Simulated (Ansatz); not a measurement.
Pd₃Au (Pm-3m): resistivity and electron-phonon coupling

Consider the following.

```yaml
crystal:
  lattice:
    - [3.92738, 0.00000, 0.00000]
    - [0.00000, 3.92738, 0.00000]
    - [0.00000, 0.00000, 3.92738]
  atoms:
    - { symbol: Pd, position: [0.50000, 0.50000, 0.00000] }
    - { symbol: Pd, position: [0.00000, 0.50000, 0.50000] }
    - { symbol: Pd, position: [0.50000, 0.00000, 0.50000] }
    - { symbol: Au, position: [0.00000, 0.00000, 0.00000] }
```

Computed with PBEsol, DFPT electron-phonon coupling, linearised Boltzmann equation (plane waves, PAW, scalar-relativistic; Ansatz, an electronic-structure program). Cell: relaxed with this functional, without spin-orbit coupling.

```yaml
resistivity at 800 K: 14.9 μΩ·cm
Hall coefficient at 800 K: -4.3 ×10⁻¹¹ m³/C
```

A metal at this level (no band gap). Only scattering by harmonic phonons is included (no impurities, grain boundaries, electron-electron scattering or thermal expansion). Spin-orbit coupling is left out, which matters with elements this heavy. The run warned that the eigensolver left some states short of its tolerance. Halving the electron mesh (20x20x20) moves the resistivity by up to 15 % at 800 K. Smearing 0.20 eV; phonons on a 4x4x4 q mesh, which this run doesn't test.

Computed structure, not matched to a measured one here, so possibly hypothetical: Pd3Au (Pm-3m).
